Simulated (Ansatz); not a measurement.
Data:

```
CELL_PARAMETERS angstrom
      0.00000     2.26920     2.26920
      2.26920     0.00000     2.26920
      2.26920     2.26920     0.00000
ATOMIC_POSITIONS crystal
  B  0.00000 0.00000 0.00000
  P  0.25000 0.25000 0.25000
```

These are PBEsol, rigid bands (plane waves, PAW, scalar-relativistic; Ansatz, a quantum-chemistry and plane-wave program) values and carry that method's errors. Condition of this run: hydrostatic pressure -2 GPa (the target of the relaxation). Cell: cell and atoms relaxed with PBEsol, then loaded as said.

Task: Predict the hole conductivity mass (n e² τ/σ) at 300 K, by direction if it differs.

Result: 0.38 mₑ.

Task: Predict the electron conductivity mass (n e² τ/σ) at 300 K, by direction if it differs.

Result: 0.33 mₑ.

Task: And the band gap?

Result: 1.13 eV at this level; semilocal functionals usually fall short of the measured gap.

Rigid bands, one relaxation time for all states, no polarons. Spin-orbit coupling is left out; where it splits the top of the valence band it changes the hole mass and lowers the gap by about a third of the splitting.
